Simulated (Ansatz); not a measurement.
# PBE-D3(BJ) against r2SCAN+rVV10: SnSe2, pressure 4.5 GPa

The reference is SnSe2 in the CdI2 type structure (space group P-3m1, No. 164; a = 3.8403 Å, c = 6.0057 Å; layered, stacked along the Cartesian z axis).

(Cell as relaxed with PBE-D3(BJ).)

Levels (all Ansatz, an electronic-structure program, PAW): PBE-D3(BJ) (420 eV, spin-orbit coupling left out); r2SCAN+rVV10 (500 eV, no spin-orbit coupling).

Each level relaxes its own structure.

```json
[
 {"base": "volume per atom", "PBE-D3(BJ)": "25.57 Å³", "r2SCAN+rVV10": "26.33 Å³"},
 {"base": "lattice parameter a", "PBE-D3(BJ)": "3.840 Å", "r2SCAN+rVV10": "3.826 Å"},
 {"base": "band gap", "PBE-D3(BJ)": "0.36 eV", "r2SCAN+rVV10": "0.94 eV"}
]
```

It is then changed as follows: cell and atoms relaxed at a pressure of 4.5 GPa.

| quantity | PBE-D3(BJ) | r2SCAN+rVV10 |
|---|---|---|
| lattice parameter a | 3.786 Å | ? |
| band gap | zero | ? |

Q: What does r2SCAN+rVV10 give?

A: 
- lattice parameter a, r2SCAN+rVV10: 3.765 Å
- band gap, r2SCAN+rVV10: 0.49 eV

PBE-D3(BJ)'s lattice parameter a lies 0.0216 Å above r2SCAN+rVV10's (0.6 %); they disagree on the band gap. Neither level is exact; r2SCAN+rVV10 is the comparison here, not a measurement.

A case with no gap was solved on a k-mesh chosen for an insulator, which is coarse for it. Load acts through the strain it causes; cell and atoms are relaxed under it. No phonon test of stability was made. All final runs are without spin polarisation. A zero or small gap of SnSe2 under pressure 4.5 GPa can be the functional's error rather than a property of the material.
